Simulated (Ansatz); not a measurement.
Checking a run of Ansatz (an electronic-structure program) on YbO (P4_2/mmc, 4 atoms in the cell). The aim is a self-consistent single point with DFT, PBE, plane waves, default PAW files.

Cell that was meant: a = 3.2960 Å, b = 3.2960 Å, c = 5.8037 Å, α = 90.00°, β = 90.00°, γ = 90.00°.

Part of the input:

Ansatz 0.2 input:
```yaml
    - { symbol: O, position: [0.000000, 0.000000, 0.250000] }
    - { symbol: O, position: [0.000000, 0.000000, 0.750000] }
kpoints:
  mp_grid: { grid: [1, 1, 1] }
hamiltonian:
  xc: pbe
  pseudopotentials: { kind: paw }
```

Log, with long lists cut:

```
WARN basis.ecutwfc = 420 eV, the default
   [... lines left out ...]
Bands: 38, of which v1, the nominal top of the filled ones, is band 30 counted from 1 (29 counted from 0)
Symmetry: 1 space group operations
k-points: 1
Initial density: superposition of atomic densities (chi_scale 0.1, normalization cell)
Starting moments: Σ|m| = 2 μB on 2 of 4 sites
Initial wavefunctions: pseudopotential atomic-orbital guess
Eigensolver: davidson
Functional: x = pbe(κ = 0.804, μ = 0.2195149727645171), c = pbe(β = 0.06672455060314922)
SCF iter   1: F=—  HF=-28734.100052 eV  |F-HF|=—  |Δ(HF+E_count)|=         —  Δρ=9.72e-2 (↑8.54e-2 ↓9.72e-2)  dr2=2.24e1  dr2_m=2.70e-1  M=1.909 μB ∫|m|=1.909 μB  β_m=0.30  ethr=3.10e-3  ⟨swp⟩=14.0  Hψ=458  notcnv=0
Mixer restart at iter 1: flushing history
all-band conjugate gradients solve this SCF's bands
preconditioner: auto → Kerker (q_TF=auto, 2.706 Å⁻¹)
   [... lines left out ...]
SCF iter  32: F=—  HF=-28729.298942 eV  |F-HF|=—  |Δ(HF+E_count)|=   2.74e-9  Δρ=7.05e-7 (↑2.90e-7 ↓7.05e-7)  dr2=6.33e-10  dr2_m=5.02e-11  M=1.989 μB ∫|m|=2.081 μB  β_m=0.87  ethr=6.08e-12  ⟨swp⟩=22.0  Hψ=190  notcnv=0  defer=3
SCF iter  33: F=-28729.298942 eV  HF=-28729.298942 eV  |F-HF|=8.37e-11  |Δ(HF+E_count)|=   8.13e-9  Δρ=4.27e-7 (↑4.27e-7 ↓3.27e-7)  dr2=1.14e-10  dr2_m=4.08e-11  M=1.989 μB ∫|m|=2.081 μB  ethr=1.00e-12  ⟨swp⟩=59.0  Hψ=4496  notcnv=1
SCF 1 converged in 33 iterations: F = -28729.298942 eV  dr2 = 1.14e-10
the eigensolve of this SCF's closing iteration (iteration 33) left 1 band unlocked in 1 slot: it holds charge …
no probe read this state for a lower one beside it …
Magnetization: 1.9887 μB (30.9943 up, 29.0057 down)
Absolute magnetization: 2.0860 μB (∫|ρ↑−ρ↓|, with the PAW one-centre terms)
   [... lines left out ...]
Free energy (F): -28729.298942 eV
Fermi energy:    13.182820 eV
   [... lines left out ...]
  atom   4  O     -0.00000014    -0.00000058     0.00000178
--- Stress (GPa, compression-positive) ---
       40.999828      -0.000000       0.000001
       -0.000000      40.999834       0.000000
        0.000003      -0.000002     -32.145952
  P = ⅓ Tr σ = 16.6179 GPa (166.179 kbar)
  The stress holds the Pulay correction. Without it, at fixed plane waves, as pw.x and ABINIT print it: P = 16.3312 GPa
```

### Question
Is anything amiss in this input, and did it matter?

### Answer
The run is not sound. The fault is a single k-point for a small metallic cell. One k-point cannot sample the Fermi surface of a small cell. To fix it, use a converged k-point mesh. The run converged in 33 iterations without an error; against the sound input the free energy goes up by 129 meV/atom, the pressure goes from 14.13 to 16.62 GPa and the size of the net moment goes from 0.18 to 0.50 μB/atom.

The sound input it was made from differs as follows (other fixes are possible):
```diff
-  mp_grid: { grid: [1, 1, 1] }
+  mp_grid: { grid: [8, 8, 5] }
```

With that input, the run converged in 16 iterations: free energy E − TS (on the zero of these files) -28729.8137 eV; Fermi level (on the code's own zero) 14.26 eV; pressure 14.13 GPa; size of the cell's spin moment 0.72 μB (DFT, PBE, plane waves, default PAW files).

On the sound input: the starting cell was generated: these elements placed on a structure prototype, without a prior relaxation; it need not be a known phase or ordering of this composition. Its lattice was rescaled by a random factor within 2.5 % of one. Spin-orbit coupling is off. The magnetic order is the one reached from the typed start; others were not searched systematically. With U or open f shells several self-consistent states can exist. The f electrons are in the valence without U or exact exchange, which can misplace them near the Fermi level. Spin-orbit terms, which matter for f shells, are left out. With a pressure of about 14 GPa the cell is away from its equilibrium volume at this level. Ansatz's pressure includes its estimate of the finite-basis (Pulay) stress.
